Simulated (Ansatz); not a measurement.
In2Se3 (within 0.1 Å of P-3m1, No. 164; cell taken from a computed entry)

These are LDA (plane waves, PAW; Ansatz, an electronic-structure program) values and carry that method's errors.

Numerical settings: plane-wave cutoff 500 eV, 12×12×4 k mesh (along the axes of the cell as run), gaussian smearing 0.02 eV, scalar-relativistic PAW data made under PBE.

Cell (relaxed at this level):

```
CELL_PARAMETERS angstrom
      3.91548     0.00086    -0.00250
      1.95690     3.39147    -0.00510
      0.00957     0.01613     9.20468
ATOMIC_POSITIONS crystal
  In 0.33336 0.33366 0.80175
  In 0.66664 0.66634 0.19825
  Se 0.00000 0.00000 0.00000
  Se 0.33329 0.33274 0.34304
  Se 0.66671 0.66726 0.65696
```

```
Item      Result
--------  ------
band gap    none
```

Spin–orbit coupling is not included.

Static lattice: no zero-point or thermal effects.

Cost on a shared machine: around 4 core-minutes (rough).
